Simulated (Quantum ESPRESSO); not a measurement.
Troubleshooting Quantum ESPRESSO: a failed run on Li (Im-3m, 1 atom in the cell). The aim is a zone-centre phonon calculation with DFT, LDA (PW92), plane waves, PseudoDojo standard norm-conserving (LDA) pseudopotentials.

The self-consistent step had converged with these keywords: prefix = scf; ecutwfc = 75 Ry; occupations = smearing; smearing = cold; degauss = 0.019992 Ry; potentials = {Li: Li.upf}; K_POINTS = automatic 18 18 18 1 1 1; conv_thr = 1e-08 Ry; mixing_beta = 0.7. The next shown step is ph.x.

The input file:

```fortran
phonons at the zone centre
&inputph
   prefix = 'pwscf'
   outdir = './out'
   tr2_ph = 1.0d-14
   fildyn = 'dyn.G'
/
0.0 0.0 0.0
```

Output, abridged:

```
     Reading xml data from directory:

     ./out/pwscf.save/
     Message from routine qexsd_readschema :
     xml data file ./out/pwscf.save/data-file-schema.xml not found

 %%%%%%%%%%%%%%%%%%%%%%%%%%%%%%%%%%%%%%%%%%%%%%%%%%%%%%%%%%%%%%%%%%%%%%%%%%%%%%
     Error in routine read_xml_file (1):
     fatal error reading xml file
 %%%%%%%%%%%%%%%%%%%%%%%%%%%%%%%%%%%%%%%%%%%%%%%%%%%%%%%%%%%%%%%%%%%%%%%%%%%%%%

     stopping ...
```

Task: Read the log: what does the program object to, and what is the fix?

Result: The fault is another prefix in a later step of the chain. A later step finds the saved data by prefix and folder. To fix it, use one prefix throughout. The program stopped in the step ph.x before computing anything there.

On the sound input: the starting cell comes from a database of computed structures (which also holds hypothetical and non-ambient phases and stackings), without a prior relaxation at this level. Its lattice was rescaled by a random factor within 2.5 % of one.
